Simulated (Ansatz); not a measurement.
Consider AlRu in the CsCl type structure (space group Pm-3m, No. 221; relaxed with 0.1 eV smearing).

```
AlRu
1.0
    2.95452     0.00000     0.00000
    0.00000     2.95452     0.00000
    0.00000     0.00000     2.95452
Al Ru
1 1
Direct
  0.50000   0.50000   0.50000
  0.00000   0.00000   0.00000
```

Cartesian axes are those of the cell as printed.

The values are results of LDA (Ansatz, a program for electronic structure), no SOC, not measurements.

For the base:

* **Pressure**: 0.0 GPa
* **Shortest interatomic distance**: 2.559 Å

It is then changed as follows: the cell is stretched by 1.50 % along z with no lateral relaxation; the atoms relax in the strained cell.

Task: Estimate the effect on the energy relative to the base, pressure and shortest interatomic distance.

Result: The energy grows by 3.1 meV/atom; the pressure (mean of the normal stresses, compression positive) goes from zero to -3.3 GPa; the shortest interatomic distance grows by 0.013 Å (2.559 Å → 2.572 Å).

Whether these cells are dynamically stable was not tested. All final runs are without spin polarisation.
